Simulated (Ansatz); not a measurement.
Start from Ir in the fcc (Cu type) structure (space group Fm-3m, No. 225; a = 3.812 Å; relaxed with 0.1 eV smearing).

Computed with LDA (Ansatz, a quantum-chemistry and plane-wave program, PAW, no SOC).

Strains are applied to the cell and any free atomic positions relax.

One change was made to it. Results:

The pressure goes from zero to -11.2 GPa; the energy rises by 15 meV/atom.

Name the change that was made.
A. isotropic strain +0.50 %
B. isotropic strain −1.00 %
C. isotropic strain +1.50 %
D. isotropic strain +2.00 %
E. isotropic strain +1.00 %

E, isotropic strain +1.00 %. For comparison, the energy relative to the base in the other runs: isotropic strain +0.50 % gives +3.9 meV/atom; isotropic strain +1.50 % gives +33 meV/atom; isotropic strain +2.00 % gives +58 meV/atom; isotropic strain −1.00 % gives +16 meV/atom.

Whether these cells are dynamically stable was not tested. The final runs are not spin-polarised.
